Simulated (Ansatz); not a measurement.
Start from Si in the diamond structure (space group Fd-3m, No. 227; a = 5.402 Å). Axes: x, y, z lie along the cube axes.

Level of theory: LDA in Ansatz (plane waves to 420 eV, PAW, without spin-orbit coupling).

It is then changed as follows: tensor shear ε_xy = +1.71 % (engineering shear γ = 0.0342); the atoms relax in the strained cell.

Question: Predict the stress tensor and what it implies for the stiffness.

Answer: Stress of the strained cell less that of the base (GPa, compression positive):
```
   0.05   -2.56    0.00
  -2.56    0.05    0.00
   0.00    0.00   -0.05
```

Then −Δσ/γ with γ = 2ε = 0.0342 gives secant stiffness values (nonlinear terms included at this strain): C66 ≈ 75 GPa.

As a check, the harmonic strain energy −½ V₀ Δσ:ε is 5.4 meV/atom; the computed energy rise is 5.4 meV/atom.

Stability against distortions was not tested.

Ansatz is a first-principles code.
